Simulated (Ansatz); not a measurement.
Where the default PAW files enter, the runs use the earlier of Ansatz's two default sets.

The decay constant κ of evanescent states in the gap governs leakage through a thin film.

Consider the following.

```xyz
4
Lattice="6.7796 0.0000 0.0000 0.0000 7.2206 0.0000 0.0000 3.6103 2.0844" Properties=species:S:1:pos:R:3 pbc="T T T"
Cd     3.3883     6.0172     2.0844
Cd     6.7781     4.8138     0.0000
S      0.8354     6.0172     2.0844
S      4.2252     4.8138     0.0000
```

Space group of this cell: P6_3mc, wurtzite. The cell is taken as given.

Transport runs along the normal of the first two printed cell vectors, the (110) plane of the conventional cell.

The gap is the functional's own, uncorrected, and κ follows it; spin-orbit coupling is left out. Mid-gap values are interpolated between the computed energies.

Problem. Estimate the band gap and the smallest decay constant κ at mid-gap that r2SCAN (Ansatz, an electronic-structure program) returns for this system.

Solution. Gap 1.62 eV on a 6×14×14 mesh; κ = 0.128 1/Å, at the zone centre.
